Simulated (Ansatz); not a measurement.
Base system: PbS in the rock salt structure (space group Fm-3m, No. 225; a = 5.975 Å).

Structures relaxed with r2SCAN (Ansatz, a quantum-chemistry and plane-wave program, PAW, no SOC), earlier PAW set.

Base:

Simulated powder pattern, Cu Kα, λ = 1.54184 Å (kinematic, ideal powder, no thermal factors, no anomalous dispersion; the 10 strongest lines at most, above 2 %, up to 2θ = 90°):

| 2θ (°) | I/Imax (%) | hkl |
|---|---|---|
| 25.83 | 97 | (111) |
| 29.91 | 100 | (200) |
| 42.81 | 76 | (220) |
| 50.67 | 51 | (311) |
| 53.10 | 27 | (222) |
| 62.14 | 13 | (400) |
| 68.44 | 22 | (331) |
| 70.48 | 35 | (420) |
| 78.41 | 27 | (422) |
| 84.20 | 17 | (511) |

It is then changed as follows: full substitution Pb → Bi, then cell and atoms are relaxed.

Task: How do the reflections move or split?

Result: 
Simulated powder pattern, Cu Kα, λ = 1.54184 Å (kinematic, ideal powder, no thermal factors, no anomalous dispersion; the 10 strongest lines at most, above 2 %, up to 2θ = 90°):

```csv
2θ (°),d (Å),I/Imax (%),hkl
26.06,3.420,97,(111)
30.18,2.962,100,(200)
43.20,2.094,76,(220)
51.15,1.786,51,(311)
53.60,1.710,27,(222)
62.75,1.481,13,(400)
69.13,1.359,22,(331)
71.19,1.324,35,(420)
79.23,1.209,27,(422)
85.11,1.140,17,(511)
```

The indices refer to each structure's own conventional cell; one index is shown for lines that coincide.

No phonon test of stability was made. As relaxed here, BiS is a hypothetical phase, not in the database extracts checked. All final runs are without spin polarisation. An odd electron count without spin: BiS.
